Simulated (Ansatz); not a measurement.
Consider BP in the rock salt structure (space group Fm-3m, No. 225; a = 4.3206 Å; a hypothetical phase, not in the database extracts checked).

(Cell as relaxed with PBE.)

Levels (all Ansatz, an electronic-structure program, PAW): PBE (420 eV, without spin-orbit coupling); PBEsol (420 eV, no SOC).

Each level relaxes its own structure.

| quantity | PBE | PBEsol |
|---|---|---|
| volume per atom | 10.08 Å³ | (withheld) |
| lattice parameter a | 4.321 Å | (withheld) |
| band gap | zero | (withheld) |

### Question
Predict the PBEsol column.

### Answer

- volume per atom, PBEsol: 9.86 Å³
- lattice parameter a, PBEsol: 4.289 Å
- band gap, PBEsol: zero

PBE's volume per atom lies 0.22 Å³ above PBEsol's (2.2 %); PBE's lattice parameter a lies 0.032 Å above PBEsol's (0.7 %); the two agree on the band gap. Neither level is exact; PBEsol is the comparison here, not a measurement.

Stability against distortions was not tested. The final runs are not spin-polarised.
